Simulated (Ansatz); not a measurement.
## Pressure series in MgS

The parent structure is MgS in the rock salt structure (space group Fm-3m, No. 225; a = 5.230 Å).

Cell and atoms are relaxed at each pressure.

Level of theory: DFT with PBE, PAW potentials and a 420 eV plane-wave cutoff in Ansatz (a program for electronic structure), scalar-relativistic without spin-orbit coupling.

Notes on the quantities. hole mass: degenerate bands, along [100].

| variant | band gap | hole mass | volume per atom |
|---|---|---|---|
| base | 2.76 eV | 0.25, 0.97, 0.97 mₑ (at Γ) | 17.88 Å³ |
| pressure −2 GPa | 2.70 eV | 0.24, 1.00, 1.00 mₑ (at Γ) | 18.40 Å³ |
| pressure −1 GPa | 2.73 eV | 0.25, 0.98, 0.98 mₑ (at Γ) | 18.13 Å³ |
| pressure 0.9 GPa | 2.78 eV | 0.25, 0.95, 0.95 mₑ (at Γ) | 17.67 Å³ |
| pressure 2.1 GPa | 2.81 eV | 0.25, 0.94, 0.94 mₑ (at Γ) | 17.40 Å³ |
| pressure 4.5 GPa | 2.87 eV | 0.26, 0.91, 0.91 mₑ (at Γ) | 16.93 Å³ |
| pressure 9 GPa | 2.96 eV | (withheld) | 16.19 Å³ |
| pressure 15 GPa | 3.06 eV | 0.28, 0.82, 0.82 mₑ (at Γ) | 15.39 Å³ |
| pressure 22.5 GPa | 3.16 eV | 0.28, 0.77, 0.77 mₑ (at Γ) | 14.61 Å³ |
| pressure 30 GPa | (withheld) | 0.29, 0.73, 0.73 mₑ (at Γ) | 13.98 Å³ |

Problem. Some entries are withheld; estimate them.

Solution. 
- pressure 9 GPa, hole mass: 0.27, 0.87, 0.87 mₑ (at Γ)
- pressure 30 GPa, band gap: 3.24 eV

Load acts through the strain it causes; cell and atoms are relaxed under it. Effective masses come from finite differences of ±0.01 Å⁻¹. No phonon test of stability was made. No other phases were tried under pressure.
